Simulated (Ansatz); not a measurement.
The starting structures come from a database of crystals and need not be the phases stable at ambient conditions.

By PBEsol, the system below comes out a metal.

Input:

```xyz
2
Lattice="3.1986 0.0000 0.0000 -1.5993 4.1580 0.0000 1.5993 0.0000 4.2827" Properties=species:S:1:pos:R:3 pbc="T T T"
Sn     2.3990     2.0790     2.1414
Sn     0.0000     0.0000     0.0000
```

Space group of this cell: Fddd. The cell is strained (lengths along the current scaled by 1.03, ions clamped); by PBEsol its mean pressure is -2.8 GPa.

The current flows along the normal of the first two printed cell vectors. No spin-orbit coupling; the value is a mean over 0.1 eV about the Fermi level.

Task: State the ballistic conductance per area according to PBEsol (Ansatz, a first-principles code).

Result: 0.97 × 10¹⁵ S/m² for both spins.
